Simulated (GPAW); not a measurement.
# Equation of state of cubic perovskite BaTiO3 (space group 221): energy against volume (GPAW, LDA)

```xyz
5
Lattice="3.8444 0.0000 0.0000 0.0000 3.8444 0.0000 0.0000 0.0000 3.8444" Properties=species:S:1:pos:R:3 pbc="T T T"
Ba     0.0000     0.0000     0.0000
Ti     1.9222     1.9222     1.9222
O      1.9222     0.0000     1.9222
O      0.0000     1.9222     1.9222
O      1.9222     1.9222     0.0000
```

Computed with LDA (Perdew-Wang 92), GPAW PAW datasets LDA (gpaw-data 1.0.1) (plane waves; GPAW 25.7.0). Settings: mode = pw; ecut = 1040 eV; xc = LDA; kpts = 8 8 8; mesh shift (steps) = 0 0 0; occupations.name = fermi-dirac; occupations.width = 0.01 eV; nbands = -6; convergence.density = 1e-05 e/electron; convergence.bands = -4; symmetry.symmorphic = false; symmetry.tolerance = 0.0005; maxiter = 100. The cell above is the first row's. The rows scale it uniformly. In all rows fractional positions and the k mesh are held. E is the free energy at the stated smearing, counted from the lowest row.

```csv
V (Å^3/atom),E (meV/atom)
11.364,?
11.611,26.32
11.858,10.46
12.105,1.94
12.352,0.00
12.599,3.95
12.846,13.18
13.093,27.12
13.340,45.29
```

Q: Fit E against V with the third-order Birch-Murnaghan form, a cubic in V^(-2/3), and predict the withheld value at V = 11.364.

A: With u = V^(-2/3) - 0.186, the rows have u = 0.009023, 0.006306, 0.003681, 0.001144, -0.001310, -0.003685, -0.005986, -0.008215. Least squares gives E = 1.135 - 1532.22·u + 473203·u² + 661426·u³. Residuals (row less fit): -0.001, 0.004, 0.000, -0.002, -0.003, 0.006, -0.001, 0.000; standard error 0.004 (degrees of freedom: 4). Its minimum lies at u = 0.001614, so V0 = (0.187614)^(-3/2) = 12.31. There d²E/du² = 952800 and d³E/du³ = 3969000, so B0 = (4/9) × 12.31^(-7/3) × 952800 × 0.160218 = 194 GPa (the last factor turns the table's units into GPa), and B0' = 4 + (2/3) × 0.187614 × (3969000)/952800 = 4.5. The program's pressures in the fitted runs (not shown) pass through zero at V = 12.30, 0.02 % from this V0. At the withheld row, u = 0.011839, so E = 1.135 - 1532.22 × 0.011839 + 473203 × 0.011839² + 661426 × 0.011839³ = 50.418 meV/atom. The calculation gives 50.40 meV/atom, 0.018 meV/atom below the prediction (under 0.05 % of the range of E in the table). The row lies outside the fitted rows, so this is an extrapolation. From the scatter of the fitted rows alone, a prediction at this place has a standard error of 0.012 meV/atom, so the miss is 1.4 times that.

Carrying the step between the two nearest rows on in a straight line would have given 42.18, off by 8.22; series whose last step already gives the withheld value aren't shown. The scan was laid around a cell of about the measured size, scaled by a guess for this functional. This is a high-temperature phase, held here by symmetry. The runs keep the symmetry of the cell, so they don't test it for distortions. Spin-orbit coupling is off. Cutoffs and mesh are single choices, not tested for convergence of this quantity. Series with a scatter that would blur these digits, or in which a gap closes, are not shown. Nor are scans whose minimum lies at an end fitted in this form.
